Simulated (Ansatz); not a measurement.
The reference is SiO2 (space group P3_121, No. 152; a = 4.9484 Å, c = 5.4413 Å).

Structures relaxed with DFT with PBEsol, PAW potentials and a 420 eV plane-wave cutoff in Ansatz (a first-principles code), without spin-orbit coupling, earlier PAW set.

Base:

Simulated powder pattern, Cu Kα1, λ = 1.54056 Å (kinematic, ideal powder, no thermal factors, no anomalous dispersion; the 8 strongest lines at most, above 2 %, up to 2θ = 90°):

```csv
2θ (°),I/Imax (%),hkl
20.71,19,(100)
26.45,100,(101)
36.28,7.7,(110)
39.19,7.6,(012)
49.77,14,(112)
59.49,10,(211)
67.21,6.5,(212)
67.62,7.9,(023)
```

After one change:

Simulated powder pattern, Cu Kα1, λ = 1.54056 Å (kinematic, ideal powder, no thermal factors, no anomalous dispersion; the 8 strongest lines at most, above 2 %, up to 2θ = 90°):

```tsv
2θ (°)	I/Imax (%)
20.44	19
26.14	100
35.80	6.1
38.75	5.2
49.16	16
58.67	9.5
66.29	5.8
66.77	8.4
```

**Question.** Which of these changes matches the shifts?
A) pressure 4.2 GPa
B) pressure −1 GPa
C) pressure −2 GPa
D) pressure 1.8 GPa

**Answer.** B, pressure −1 GPa. Its volume per atom is 13.29 Å³ against 12.82 Å³, and its space group is P3_121 (No. 152).

Load acts through the strain it causes; cell and atoms are relaxed under it. Whether these cells are dynamically stable was not tested.
